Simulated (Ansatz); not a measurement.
An Ansatz (a first-principles code) input (Ansatz, LDA, PAW, cutoff 420 eV, scalar-relativistic without spin-orbit coupling):

Ansatz 0.2 input:
```yaml
crystal:
  lattice:
    - [2.7936822798, 0, 0]
    - [1.3968411399, 2.4193998244, 0]
    - [1.3968411399, -0.8064666081, 2.3243427644]
  atoms:
    - { symbol: Ag, position: [0, 0, 0] }
basis: { ecutwfc: 420, ecutrho_ratio: 4, xc_grid: 2, fft_grid_basis: typed }
kpoints: { mp_grid: { grid: [28, 28, 28] } }
hamiltonian:
  xc: lda
  dispersion: none
  pseudopotentials: { kind: paw }
scf: { occupations: { method: fermi_dirac, width: 0.1 } }
relax: { f_tol: 0.005, max_steps: 50, cell: { stress_tol: 0.01, fix: [a, b, gamma] } }
output: { forces: true, stress: true }
checkpoint: { write: state.ck, write_every: 1000 }
```

**Question.** Which symmetry and how many k-points will the program report, and about how many plane waves at Γ?

**Answer.** Space group R-3m (ITA 166) with 12 operations, k-points 2045 of 21952, and 325 plane waves at Γ.

**Question.** And the final pressure?

**Answer.** 2.14 GPa (compression positive).

The cells carry an imposed strain or load. Stability against distortions was not tested. The cell was made from Ag in the fcc (Cu type) structure (space group Fm-3m, No. 225) by this change: biaxial strain −1.25 %, plane normal [111], relaxed out of plane.
